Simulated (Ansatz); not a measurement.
Computed with PBE (plane waves to 420 eV, PAW; Ansatz, a first-principles code).

Planar average of the electrostatic potential across the slab, in eV from the Fermi level, for a constructed model of the (110) surface of bcc Mo, p(2x2) layer of Te, one a cell, on the site that continues the host's stacking (bottom of the slab: a bare face, its two planes held):

| z (Å) | V (eV) |
|---|---|
| 3.89 | 4.66 |
| 4.17 | 4.66 |
| 4.44 | 4.65 |
| 4.72 | 4.64 |
| 5.00 | 4.62 |
| 5.28 | 4.59 |
| 5.56 | 4.51 |
| 5.83 | 4.37 |
| 6.11 | 4.10 |
| 6.39 | 3.59 |
| 6.67 | 2.61 |
| 6.94 | 0.76 |
| 7.22 | -3.13 |
| 7.50 | -10.61 |
| 7.78 | -18.74 |
| 8.06 | -23.03 |
| 8.33 | -21.20 |
| 8.61 | -14.25 |
| 8.89 | -6.19 |
| 9.17 | -2.15 |
| 9.44 | -3.69 |
| 9.72 | -10.51 |
| 10.00 | -18.78 |
| 10.28 | -23.39 |
| 10.56 | -21.83 |
| 10.83 | -14.94 |
| 11.11 | -6.72 |
| 11.39 | -2.37 |
| 11.67 | -3.57 |
| 11.94 | -10.08 |
| 12.22 | -18.34 |
| 12.50 | -23.21 |
| 12.78 | -21.98 |
| 13.06 | -15.32 |
| 13.33 | -7.03 |
| 13.61 | -2.39 |
| 13.89 | -3.29 |
| 14.17 | -9.58 |
| 14.44 | -17.91 |
| 14.72 | -23.07 |
| 15.00 | -22.20 |
| 15.28 | -15.78 |
| 15.56 | -7.46 |
| 15.83 | -2.53 |
| 16.11 | -3.08 |
| 16.39 | -8.98 |
| 16.67 | -17.31 |
| 16.94 | -22.85 |
| 17.22 | -22.49 |
| 17.50 | -16.43 |
| 17.78 | -8.18 |
| 18.06 | -3.08 |
| 18.33 | -3.91 |
| 18.61 | -10.32 |
| 18.89 | -18.38 |
| 19.17 | -22.98 |
| 19.44 | -21.61 |
| 19.72 | -14.98 |
| 20.00 | -6.78 |
| 20.28 | -1.64 |
| 20.56 | -0.28 |
| 20.83 | 0.55 |
| 21.11 | 1.98 |
| 21.39 | 2.77 |
| 21.67 | 2.10 |
| 21.94 | 1.47 |
| 22.22 | 2.24 |
| 22.50 | 3.45 |
| 22.78 | 4.00 |
| 23.06 | 4.24 |
| 23.33 | 4.36 |
| 23.61 | 4.41 |
| 23.89 | 4.43 |
| 24.17 | 4.44 |
| 24.44 | 4.45 |
| 24.72 | 4.45 |
| 25.00 | 4.45 |
| 25.28 | 4.45 |
| 25.56 | 4.45 |
| 25.83 | 4.45 |

Model: 25-atom slab, 13.8 Å thick at the start with caps and adatoms (thin: gaps and levels are the slab's own), 7x7x1 mesh, Fermi-Dirac 0.1 eV, dipole correction, 8 atoms held, the rest relaxed; symmetry of the start imposed; no spin, no spin-orbit, no U. It is one candidate, not shown to be the stable structure of the face.

The vacuum level lies 4.45 eV above the Fermi level over the top face and 4.66 eV above it under the bottom face.
